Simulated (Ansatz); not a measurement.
Consider Au in the fcc (Cu type) structure (space group Fm-3m, No. 225; a = 4.083 Å; relaxed with 0.1 eV smearing). Axes: x, y, z lie along the cube axes.

Calculations: DFT with PBEsol, PAW potentials and a 420 eV plane-wave cutoff in Ansatz (an electronic-structure program), no SOC.

For the base:

```
Property                         Value
-----------------------------  -------
Pressure                       0.0 GPa
Shortest interatomic distance  2.887 Å
```

It is then changed as follows: tensor shear ε_xy = +1.14 % (engineering shear γ = 0.0228), atoms relaxed at fixed cell.

### Question
Predict the new energy relative to the base, pressure and shortest interatomic distance.

### Answer
The energy rises by 1.1 meV/atom; the pressure (mean of the normal stresses, compression positive) is nearly the same (0.0 GPa against 0.1 GPa); the shortest interatomic distance shrinks by 0.033 Å to 2.854 Å.

The cells carry an imposed strain or load. Whether these cells are dynamically stable was not tested.
